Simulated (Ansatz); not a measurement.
Given:

```yaml
crystal:
  lattice:
    - [0.00000, 3.36670, 3.36670]
    - [3.36670, 0.00000, 3.36670]
    - [3.36670, 3.36670, 0.00000]
  atoms:
    - { symbol: I, position: [0.00000, 0.00000, 0.00000] }
    - { symbol: Na, position: [0.50000, 0.50000, 0.50000] }
```

No spin polarisation.

The values are results of PBE/PAW in Ansatz (a program for electronic structure), spin-orbit coupling left out, not measurements. k-mesh 9×9×9 (Γ-centred); smearing 0.05 eV (Fermi–Dirac).

**Question.** Predict the gap character, hole mass, electron mass and pressure.

**Answer.** Gap character: direct at Γ
Hole mass (degenerate bands, along [100]): 0.44, 1.9, 1.9 mₑ (at Γ)
Electron mass: 0.29 mₑ (at Γ)
Pressure: -1.13 GPa

With I present, leaving out spin-orbit coupling can change the band edges. The cells carry an imposed strain or load. Masses are band curvatures over ±0.01 Å⁻¹ around the edge. Stability against distortions was not tested. The cell was made from NaI in the rock salt structure (space group Fm-3m, No. 225) by this change: isotropic strain +3.13 %.
